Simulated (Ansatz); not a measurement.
**A computed series for ZrO2: pressure series**

The reference is ZrO₂ in the anatase structure (space group I4_1/amd, No. 141; a = 3.9989 Å, c = 10.6499 Å; a cell from a computed database, its experimental status unchecked).

Cell and atoms are relaxed at each pressure.

Method: PBEsol in Ansatz (plane waves to 420 eV, PAW, no spin-orbit coupling).

| pressure (GPa) | volume per atom (Å³/atom) |
|---|---|
| -1 | 14.271 |
| 0 | 14.192 |
| 0.3 | 14.169 |
| 0.7 | 14.138 |
| 1.5 | 14.076 |
| 3 | 13.965 |
| 5 | ? |
| 7.5 | 13.654 |

Task: Fit the third-order Birch–Murnaghan form P(V) = (3B₀/2)[(V₀/V)^(7/3) − (V₀/V)^(5/3)]·[1 + (3/4)(B₀′ − 4)((V₀/V)^(2/3) − 1)] (squares taken in P) to the rows shown and predict the withheld row.

Result: Least squares on the printed values gives V₀ = 14.192 Å³/atom, B₀ = 181 GPa, B₀′ = 3.7; this predicts 13.823 Å³/atom, and the run gives 13.823 Å³/atom, in agreement.

Load acts through the strain it causes; cell and atoms are relaxed under it. Whether these cells are dynamically stable was not tested. No other phases were tried under pressure. This is not the structure that ZrO2 has at room temperature and ambient pressure.

Ansatz is a first-principles code.
